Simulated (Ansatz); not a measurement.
## hcp Hf (0 0 1) on wurtzite AlN (0 0 1) (film strained to the substrate, started from cuts of the bulks and a machine-learned relaxation; slabs Al6N6 and Hf4, which can lie off the formulas)

A periodic stack without vacuum, hcp Hf (0 0 1) on wurtzite AlN (0 0 1) (film strained to the substrate, started from cuts of the bulks and a machine-learned relaxation; slabs Al6N6 and Hf4, which can lie off the formulas): substrate slab Al6N6, film Hf4, surface cells [[0, 1], [-1, 0]] and [[0, -1], [1, 0]], film strained by -2.3 and -2.3 %, outermost planes Al/N and Hf/Hf as cut, which need not be the usual terminations and can put a slab off its formula.

The start was prepared with a machine-learned potential, and the result is one local minimum, with the in-plane cell held and forces under 0.04 eV/Å; the film can end far from its bulk form.

Level of theory: PBE (plane waves to 420 eV, PAW; Ansatz, a quantum-chemistry and plane-wave program). Scalar-relativistic, without spin–orbit coupling; the runs are not spin-polarised; PBE gaps are too small against experiment. Its k-point mesh 11×11×1, Fermi–Dirac width 0.05 eV.

interface area: 8.5 Å²
period: 25.62 Å
heights between the nearest atoms of the two slabs at the two interfaces: 1.04 and 2.26 Å
Al–Hf contacts across the interfaces within 1.22 times the sum of covalent radii: 6, mean 3.18 Å
Hf–N contacts across the interfaces within 1.22 times the sum of covalent radii: 3, mean 2.08 Å
estimate of the barrier: withheld, since the two interfaces are unlike
slope of the mean potential energy in the substrate: +1.2 MV/cm × e

```xyz
16
Lattice="3.1302 0.0002 0.0155 1.5653 2.7099 -0.0850 1.4358 -0.0049 25.6450" Properties=species:S:1:pos:R:3 pbc="T T T"
Al     1.6421     0.4287     1.0034
Al     3.1948     1.4175     3.4837
N      1.6325     0.4940     2.9265
N      3.1851     1.4841     5.3971
Al     1.6170     0.6012     6.0167
Al     3.1696     1.5914     8.5019
N      1.6074     0.6673     7.9285
N      3.1600     1.6577    10.4136
Al     1.5918     0.7747    11.0337
Al     3.1445     1.7648    13.5156
N      1.5823     0.8409    12.9449
N      3.1349     1.8318    15.4311
Hf     3.1297     0.0619    16.5296
Hf     4.6808     1.0651    19.2115
Hf     3.1028     0.2503    21.7627
Hf     4.6545     1.2482    24.3645
```
